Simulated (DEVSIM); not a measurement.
Structure: Au/Al2O3/p-Ge capacitor, at 250 K.

```csv
layer (left to right),material,thickness (nm),Na (cm⁻³)
1,Al2O3,2.30,-
2,Ge,430,1.9e18
```

Metal gate on the left, work function 5.1 eV. Fixed charge at the semiconductor interface -2.2e11 cm⁻² (in units of +e); no interface traps.

This is a model device: material constants are rounded textbook-type values typed into the input, and sizes, dopings and lifetimes were drawn at random. Values at 300 K; Nc and Nv go as T^1.5, mobilities as T to minus their exponent, the gap by Varshni's rule with the affinity fixed.

```csv
parameter,Al2O3,Ge
gap (eV),6.8,0.664
affinity (eV),1.35,4
permittivity,9,16
Nc (cm⁻³),-,1.04e19
Nv (cm⁻³),-,6e18
Varshni α (eV/K),-,0.000477
Varshni β (K),-,235
```

DEVSIM, 1D Poisson equation in equilibrium, Boltzmann statistics, complete ionisation; no quantum confinement or tunnelling. Metal contacts follow the ideal Schottky-Mott rule: no Fermi-level pinning, no interface dipoles.

The substrate doping was swept, all else fixed.

```csv
substrate doping (cm^-3),threshold voltage (band bending 2φF) (V),minimum of the low-frequency capacitance (μF/cm²),flat-band voltage (V)
9.5e16,1.06,0.162,0.51
1.9e17,1.09,0.215,0.50
3.8e17,1.13,0.287,0.48
9.5e17,1.21,0.419,0.46
1.9e18,1.29,0.550,0.45
```

From the first row to the last the threshold voltage (band bending 2φF) goes from 1.06 to 1.29. From the first row to the last the minimum of the low-frequency capacitance goes from 0.162 to 0.550.
